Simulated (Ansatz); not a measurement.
Take BeTe in the zinc blende structure (space group F-43m, No. 216) as the base.

```xyz
2
Lattice="0.0000 2.8285 2.8285 2.8285 0.0000 2.8285 2.8285 2.8285 0.0000" Properties=species:S:1:pos:R:3 pbc="T T T"
Te     4.2427     4.2427     4.2427
Be     0.0000     0.0000     0.0000
```

Cartesian axes are those of the cell as printed.

Calculations: Ansatz (a program for electronic structure) r2SCAN, no spin-orbit coupling.

Strains are applied to the cell and any free atomic positions relax; under biaxial strain the out-of-plane vector relaxes too; under stress the whole cell relaxes.

One change was made to it. Results:

```json
[
 {"quantity": "shortest interatomic distance", "base": "2.450 Å", "after": "2.452 Å"},
 {"quantity": "band gap", "base": "2.38 eV", "after": "2.35 eV"},
 {"quantity": "smallest direct gap", "base": "4.04 eV", "after": "4.02 eV"}
]
```

Task: Which change produced these results?
A) uniaxial strain ε_xx = +5.09 %
B) uniaxial stress, 0.5 GPa tension along z
C) uniaxial strain ε_yy = −2.26 %
D) isotropic strain +1.44 %
E) biaxial strain −1.04 %, plane normal [001], relaxed out of plane

Result: B, uniaxial stress, 0.5 GPa tension along z. For comparison, the band gap in the other runs: uniaxial strain ε_yy = −2.26 % gives 2.13 eV; uniaxial strain ε_xx = +5.09 % gives 2.29 eV; isotropic strain +1.44 % gives 2.47 eV; biaxial strain −1.04 %, plane normal [001], relaxed out of plane gives 2.27 eV.

With Te present, leaving out spin-orbit coupling can change the band edges. Stability under load was not tested beyond the relaxation.
